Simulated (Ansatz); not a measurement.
Take MgO in the rock salt structure (space group Fm-3m, No. 225; a = 4.159 Å) as the base. Axes: x, y, z lie along the cube axes.

Method: LDA, PAW, 420 eV (Ansatz, an electronic-structure program; no spin-orbit coupling).

Base values:

| Item | Value |
|---|---|
| Band gap | 5.03 eV |
| Valence-band top at Γ | 0.00, 0.00, 0.00 eV |
| Gap character | direct at Γ |

It is then changed as follows: tensor shear ε_xy = +1.71 % (engineering shear γ = 0.0342), atoms relaxed at fixed cell.

Q: What does the calculation give for the band gap, stress, valence-band top at Γ and gap character after the change?

A: The band gap falls by 0.149 eV, from 5.03 eV to 4.89 eV; the stress (xx, yy, zz, yz, xz, xy; compression positive) comes out as (0.14, 0.14, -0.12, 0.00, 0.00, -5.25) GPa; the valence-band top at Γ (three highest levels, from the VBM) changes from 0.00, 0.00, 0.00 eV to 0.00, -0.14, -0.27 eV; the gap character is still direct at Γ.

The cells carry an imposed strain or load. Stability against distortions was not tested. Labels are those of the standard path for the cell's own space group.
